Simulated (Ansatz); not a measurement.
Band structure of PdRh (R-3m, 2 atoms in the cell).

```
CELL_PARAMETERS angstrom
      1.35660     0.78323     4.42152
     -1.35660     0.78323     4.42152
      0.00000    -1.56646     4.42152
ATOMIC_POSITIONS crystal
  Pd 0.00000 0.00000 0.00000
  Rh 0.50000 0.50000 0.50000
```

Method: PBEsol, PAW files made with PBE (plane waves; Ansatz, a program for electronic structure).

Settings: basis.ecutwfc = 420 eV; kpoints.mp_grid.grid = 14 14 14; hamiltonian.xc = pbesol; hamiltonian.pseudopotentials = {kind: paw} (the program's default PAW files); scf.occupations.method = gaussian; scf.occupations.width = 0.05 eV; kpoints.band_path.path = [[0.0, 0.0, 0.0], [0.5, 0.0, 0.0], [0.5, 0.18758583, -0.18758583]]; kpoints.band_path.npoints = 8.

The starting cell comes from a database of computed structures (which also holds hypothetical and non-ambient phases and stackings), without a prior relaxation at this level. Its lattice was rescaled by a random factor within 2.5 % of one. Spin polarisation is off.

Levels in eV from the Fermi level, bands 14 to 21:
```tsv
point	14	15	16	17	18	19	20	21
Γ	-3.03	-3.03	-1.24	-1.24	0.30	0.30	0.69	7.96
L	-2.34	-2.09	-1.28	-0.18	0.79	3.64	4.18	9.26
B1	-2.65	-1.58	-1.43	-0.20	0.20	6.37	6.64	7.88
```

Bands cross the Fermi level along this path, so the cell is metallic at this level.

Keys are those of Ansatz 0.2.
